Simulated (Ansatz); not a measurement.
A working Ansatz (an electronic-structure program) input for AgSb (P6/mmm, 6 atoms in the cell) (DFT, LDA (PW92), plane waves, default PAW files made with PBE):

Ansatz 0.2 input:
```yaml
crystal:
  lattice:
    - [5.705827, 0.000000, 0.000000]
    - [-2.852914, 4.941392, 0.000000]
    - [0.000000, 0.000000, 4.604113]
  atoms:
    - { symbol: Ag, position_ang: [2.852914, 0.000000, 0.000000] }
    - { symbol: Ag, position_ang: [1.426457, 2.470696, 0.000000] }
    - { symbol: Ag, position_ang: [-1.426457, 2.470696, 0.000000] }
    - { symbol: Sb, position_ang: [0.000000, 0.000000, 0.000000] }
    - { symbol: Sb, position_ang: [-0.000003, 3.294263, 2.302056] }
    - { symbol: Sb, position_ang: [2.852916, 1.647129, 2.302056] }
basis:
  ecutwfc: 420.0
kpoints:
  mp_grid: { grid: [5, 5, 5] }
hamiltonian:
  xc: lda
  pseudopotentials: { kind: paw }
scf:
  occupations: { method: methfessel_paxton, width: 0.272 }
output:
  forces: true
  eigenvalues: true
  stress: true
```

The run converged in 6 iterations: free energy E − TS (on the zero of these files) -41380.4028 eV; Fermi level (on the code's own zero) 14.12 eV; pressure 6.19 GPa. Each of these slips is then made, one at a time:

(1)
```diff
+  convergence: { dr2_threshold: 1.0e-01 eV }
```

(2)
```diff
-  occupations: { method: methfessel_paxton, width: 0.272 }
+  occupations: { method: methfessel_paxton, width: 2.0 }
```

(3)
```diff
-  atoms:
+ atoms:
```

Q: How does each altered input end?

A: 
(1) A convergence threshold that is too loose. The run converged in 2 iterations without an error; against the sound input the free energy goes up by 5.7 meV/atom and the pressure moves little (6.19 to 6.25 GPa).

(2) A smearing width that is far too large. The run converged in 7 iterations without an error; against the sound input the free energy is nearly the same (within 1 meV/atom) and the pressure goes from 6.19 to 6.30 GPa.

(3) Broken indentation. The program stopped before any SCF iteration.
```
Error: YAML parse error: error: line 2 column 3: crystal: missing field `atoms` (a structure is typed as `lattice` and `atoms`, a molecule's as `atoms` in Å alone, or read from a run's directory, `checkpoint`)
 --> <input>:2:3
  |
1 | crystal:
2 |   lattice:
  |   ^ crystal: missing field `atoms` (a structure is typed as `lattice` and `atoms`, a mo [...]
```

The starting cell was generated: these elements placed on a structure prototype, without a prior relaxation; it need not be a known phase or ordering of this composition. Its lattice was rescaled by a random factor within 2.5 % of one. In the base run, with a pressure of about 6 GPa the cell is away from its equilibrium volume at this level. Ansatz's pressure includes its estimate of the finite-basis (Pulay) stress. The run gives no clean gap (levels at the Fermi energy touch, overlap or are partly filled at this smearing), which alone does not show that the compound is a metal.

Left out of this page: 3 runs of the series outside the window shown, repeating another row's setting, or not comparable; 1 run of the series stopped by limits of time or memory.
